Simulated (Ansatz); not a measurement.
Carrier properties of MoS2 under load (space group P6_3/mmc)

```xyz
6
Lattice="3.1266 0.0000 0.0000 -1.5633 2.7078 0.0000 0.0000 0.0000 11.9911" Properties=species:S:1:pos:R:3 pbc="T T T"
Mo     1.5633     0.9026     2.9978
Mo     0.0000     1.8052     8.9933
S      1.5633     0.9026     7.4320
S      0.0000     1.8052     4.5591
S      0.0000     1.8052     1.4365
S      1.5633     0.9026    10.5547
```

Computed with PBEsol+D3BJ with spin-orbit coupling, rigid bands (plane waves, PAW; Ansatz, a quantum-chemistry and plane-wave program). Condition of this run: hydrostatic pressure -2 GPa (the target of the relaxation). How the cell was made: cell and atoms relaxed with PBEsol+d3bj, then loaded as said.

| Item | Value |
|---|---|
| band gap | 0.68 eV |
| electron conductivity mass (300 K, dilute) | 0.60 (x), 0.60 (y), 0.50 (z) mₑ |
| hole conductivity mass (300 K, dilute) | 0.61 (x), 0.61 (y), 1.03 (z) mₑ |
| effective density of states N_c (300 K) | 6.3e19 cm⁻³ |
| effective density of states N_v (300 K) | 1.5e19 cm⁻³ |
| density-of-states mass, electrons | 1.84 mₑ |
| density-of-states mass, holes | 0.72 mₑ |
| Seebeck coefficient, n-type 1e19 cm⁻³, 300 K | -373 μV/K |
| best n-type power factor at 300 K for τ = 10 fs (best axis; densities from 1e16 to 1e21 cm⁻³ tried, whether or not they can be reached) | 19.8 μW/(cm·K²) at 3e20 cm⁻³ |
| Seebeck coefficient, p-type 1e19 cm⁻³, 300 K | 257 μV/K |
| best p-type power factor at 300 K for τ = 10 fs (best axis; densities from 1e16 to 1e21 cm⁻³ tried, whether or not they can be reached) | 4.0 μW/(cm·K²) at 3e19 cm⁻³ |

Rigid bands; masses and Seebeck coefficients take one relaxation time τ for all states and one kind of carrier; polarons and phonon drag are left out. Geometry: cell and atoms relaxed with PBEsol+D3(BJ).

PBEsol with a dispersion correction tends to overbind, so the cell can be several per cent short, in bad cases over ten, which usually narrows a gap: MoS2 under load (space group P6_3/mmc).
